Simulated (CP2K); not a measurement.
Worked example: self-consistent single point of RbBr (Fm-3m, 2 atoms in the cell) in CP2K.

Computed with PBE, GPW, DZVP-MOLOPT-SR-GTH basis, GTH-PBE potentials (GTH_POTENTIALS) (CP2K).

The change in words: lattice scaled by 0.98. Reference geometry:
```
RbBr
1.0
    4.84102     0.00000     0.00000
    2.42051     4.19245     0.00000
    2.42051     1.39748     3.95268
Rb Br
1 1
Cartesian
  0.00000   0.00000   0.00000
  4.84102   2.79496   1.97634
```

Reference input (self-consistent single point, DFT PBE, GPW, DZVP-MOLOPT-SR-GTH basis, GTH-PBE potentials (GTH_POTENTIALS)): CUTOFF = 500 Ry; REL_CUTOFF = 60 Ry; SMEAR/METHOD = FERMI_DIRAC; ELECTRONIC_TEMPERATURE = 580.23 K; KPOINTS/SCHEME = MONKHORST-PACK 7 7 7; XC_FUNCTIONAL = PBE; Rb/BASIS_SET = DZVP-MOLOPT-SR-GTH; Rb/POTENTIAL = GTH-PBE-q9; Br/BASIS_SET = DZVP-MOLOPT-SR-GTH; Br/POTENTIAL = GTH-PBE-q7; METHOD = GPW; EPS_DEFAULT = 1e-10. This run's input differs from it in these lines:

```diff
@@ -63,5 +63,5 @@
     &CELL
-      A 4.84102000 0.00000000 0.00000000
-      B 2.42051000 4.19244600 0.00000000
-      C 2.42051000 1.39748200 3.95267600
+      A 4.74420000 0.00000000 0.00000000
+      B 2.37210000 4.10859800 0.00000000
+      C 2.37210000 1.36953300 3.87362300
       PERIODIC XYZ
@@ -70,3 +70,3 @@
       Rb       0.00000000     0.00000000     0.00000000
-      Br       4.84102000     2.79496400     1.97633800
+      Br       4.74420000     2.73906550     1.93681150
     &END COORD
```

Output, abridged:

```
 SCF WAVEFUNCTION OPTIMIZATION

  Step     Update method      Time    Convergence         Total energy    Change
     1 NoMix/Diag. 0.30E+00      -     0.91856258       -37.6616305609 -3.77E+01
     2 Broy./Diag. 0.30E+00      -     0.02221181       -37.2626739374  3.99E-01
     3 Broy./Diag. 0.30E+00      -     0.11234997       -37.4687736034 -2.06E-01
     4 Broy./Diag. 0.30E+00      -     0.00673071       -37.6674599325 -1.99E-01
     5 Broy./Diag. 0.30E+00      -     0.01076029       -37.6606292371  6.83E-03
     6 Broy./Diag. 0.30E+00      -     0.00238336       -37.6570532791  3.58E-03
   [... 5 lines left out ...]
    12 Broy./Diag. 0.30E+00      -     0.00000892       -37.6471617019  1.43E-05
    13 Broy./Diag. 0.30E+00      -     0.00000199       -37.6471494229  1.23E-05
    14 Broy./Diag. 0.30E+00      -     0.00000344       -37.6471387328  1.07E-05
    15 Broy./Diag. 0.30E+00      -     0.00000029       -37.6471357219  3.01E-06
  *** SCF run converged in    15 steps ***

  Overlap energy of the core charge distribution:               0.00000000000000
  Self energy of the core charge distribution:                -74.27728578503218
  Core Hamiltonian energy:                                     16.66664777031870
  Hartree energy:                                              26.39919812429567
  Exchange-correlation energy:                                 -6.43569583150147
  Electronic entropic energy:                                  -0.00000000000000
  Fermi energy:                                                 0.10517072891175

  Total energy:                                               -37.64713572191928
  Total energy (extrapolated to T->0):                        -37.64713572191928

   [... lines left out ...]

 STRESS| Analytical stress tensor [bar]
 STRESS|                        x                   y                   z
 STRESS|      x        2.52177935363E+04   1.80572877399E-01   1.27684212109E-01
 STRESS|      y        1.80572877399E-01   2.52174667423E+04   1.55563998396E-01
 STRESS|      z        1.27684212109E-01   1.55563998396E-01   2.52175998216E+04
 STRESS| 1/3 Trace                                             2.52176200334E+04
```

The run converged in 15 iterations. Against the reference run the free energy rises by 27.6 meV/atom, the pressure goes from 1.30 to 2.52 GPa and the gap on the mesh goes from 4.404 to 4.563 eV.

The starting cell comes from a database of computed structures (which also holds hypothetical and non-ambient phases and stackings), without a prior relaxation at this level. Its lattice was rescaled by a random factor within 2.5 % of one. For this run, on top of that: lattice scaled by 0.98. Values carry the incompleteness of an atom-centred basis.

Cost on one core of a shared machine: roughly 60 s.
